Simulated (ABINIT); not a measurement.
ABINIT run on CaCd2Au4 (I4/mmm, 7 atoms in the cell): self-consistent single point.

Method of the run: LDA (PW92), PAW (JTH v2.0 LDA PAW) (plane waves; ABINIT).

The change in words: lattice scaled by 0.98. Reference geometry:
```
Ca(CdAu2)2
1.0
   -3.55592     3.55592     2.75291
    3.55592    -3.55592     2.75291
    3.55592     3.55592    -2.75291
Ca Cd Au
1 2 4
Direct
  0.00000   0.00000   0.00000
  0.25000   0.75000   0.50000
  0.75000   0.25000   0.50000
  0.30365   0.30365   0.60730
  0.69635   0.69635   0.39270
  0.30365   0.69635   0.00000
  0.69635   0.30365   0.00000
```

Reference input (self-consistent single point, DFT, LDA (PW92), plane waves, PAW (JTH v2.0 LDA PAW)): pseudos = [Ca.LDA_PW-JTH.xml, Cd.LDA_PW-JTH.xml, Au.LDA_PW-JTH.xml]; ecut = 26 Ha; pawecutdg = 52 Ha; pawxcdev = 0; occopt = 7; tsmear = 0.00367493 Ha; ngkpt = 5 5 5; nshiftk = 1; shiftk = 0 0 0; potentials = JTH v2.0 LDA PAW; nband = 49; kptopt = 1. This run's input differs from it in these lines:

```diff
@@ -5,5 +5,5 @@
 rprim
-        -6.7197092519    6.7197092519    5.2022364971
-         6.7197092519   -6.7197092519    5.2022364971
-         6.7197092519    6.7197092519   -5.2022364971
+        -6.5853157094    6.5853157094    5.0981919561
+         6.5853157094   -6.5853157094    5.0981919561
+         6.5853157094    6.5853157094   -5.0981919561
 natom 7
```

Output (repeated stretches shortened):

```
--- !BeginCycle
solver: {iscf: 17, nstep: 100, nline: 4, wfoptalg: 10, }
tolerances: {tolvrs: 1.00E-11, }
...

     iter   Etot(hartree)      deltaE(h)  residm     nres2
 ETOT  1  -269.11588619824    -2.691E+02 1.924E-01 9.739E+01
 ETOT  2  -270.12436739915    -1.008E+00 8.590E-02 6.095E+01
 ETOT  3  -269.89281324903     2.316E-01 3.515E-02 1.953E+01
 ETOT  4  -269.86976072680     2.305E-02 1.329E-02 2.115E+00
 ETOT  5  -269.87557724837    -5.817E-03 7.145E-03 3.771E-01
   [... 25 lines left out ...]
 ETOT 31  -269.87738551914    -2.931E-10 8.406E-05 1.619E-10
 ETOT 32  -269.87738551933    -1.863E-10 1.469E-04 1.597E-11
 ETOT 33  -269.87738551944    -1.084E-10 6.698E-05 9.761E-11
 ETOT 34  -269.87738551950    -6.736E-11 1.167E-04 3.690E-12
 At SCF step   34       nres2   =  3.69E-12 < tolvrs=  1.00E-11 =>converged.

 Cartesian components of stress tensor (hartree/bohr^3)
  sigma(1 1)= -7.53240121E-05  sigma(3 2)=  0.00000000E+00
  sigma(2 2)= -7.53240121E-05  sigma(3 1)=  0.00000000E+00
  sigma(3 3)= -5.52798905E-05  sigma(2 1)=  0.00000000E+00

 ----iterations are completed or convergence reached----

 reduced coordinates (array xred) for    7 atoms
       0.000000000000      0.000000000000      0.000000000000
       0.250000000000      0.750000000000      0.500000000000
       0.750000000000      0.250000000000      0.500000000000
       0.303650000000      0.303650000000      0.607300000000
       0.696350000000      0.696350000000      0.392700000000
       0.303650000000      0.696350000000      0.000000000000
   [... lines left out ...]
 Fermi (or HOMO) energy (hartree) =   0.28761   Average Vxc (hartree)=  -0.41532
 Fermi (or HOMO) energy (eV) =   7.82639   Average Vxc (eV)= -11.30151
   [... lines left out ...]
'-kT*entropy'       : -3.50882532204109E-04
total_energy        : -2.69877386381685E+02
total_energy_eV     : -7.34373715596556E+03
...

-Cartesian components of stress tensor (GPa)         [Pressure=  2.0195E+00 GPa]
- sigma(1 1)= -2.21610857E+00  sigma(3 2)=  0.00000000E+00
- sigma(2 2)= -2.21610857E+00  sigma(3 1)=  0.00000000E+00
- sigma(3 3)= -1.62639026E+00  sigma(2 1)=  0.00000000E+00

 Calculation completed.
```

The run converged in 34 iterations. Against the reference run the free energy goes down by 9.7 meV/atom, the pressure goes from -4.61 to 2.02 GPa and the largest force goes from 0.022 to 0.128 eV/Å.

The starting cell comes from a database of computed structures (which also holds hypothetical and non-ambient phases and stackings), without a prior relaxation at this level. Its lattice was rescaled by a random factor within 2.5 % of one. For this run, on top of that: lattice scaled by 0.98.

Cost on one core of a shared machine: roughly 10 min.
